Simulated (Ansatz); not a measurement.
An Ansatz (a program for electronic structure) input (Ansatz, PBEsol, PAW, cutoff 420 eV, no spin-orbit coupling, earlier PAW set):

Ansatz 0.2 input:
```yaml
crystal:
  lattice:
    - [0, 2.2508749385, 2.2508749385]
    - [2.2508749385, 0, 2.2508749385]
    - [2.2508749385, 2.2508749385, 0]
  atoms:
    - { symbol: N, position: [0, 0, 0] }
    - { symbol: Hf, position: [0.5, 0.5, 0.5] }
basis: { ecutwfc: 420, ecutrho_ratio: 4, xc_grid: 2, fft_grid_basis: typed }
kpoints: { mp_grid: { grid: [18, 18, 18] } }
hamiltonian:
  xc: pbesol
  dispersion: none
  pseudopotentials: { azcp: { folder: ./paw }, kind: paw }
scf: { occupations: { method: fermi_dirac, width: 0.05 }, convergence: { dr2_threshold: 0.0000000002 } }
output: { forces: true, stress: true }
checkpoint: { write: state.ck, write_every: 1000 }
```

Task: Which symmetry and how many k-points will the program report, and about how many plane waves at Γ?

Result: Space group Fm-3m (ITA 225) with 48 operations, k-points 195 of 5832, and 459 plane waves at Γ.

Stability against distortions was not tested. The final runs are not spin-polarised. An odd electron count without spin: HfN. The cell was made from TaN by this change: Ta → Hf.
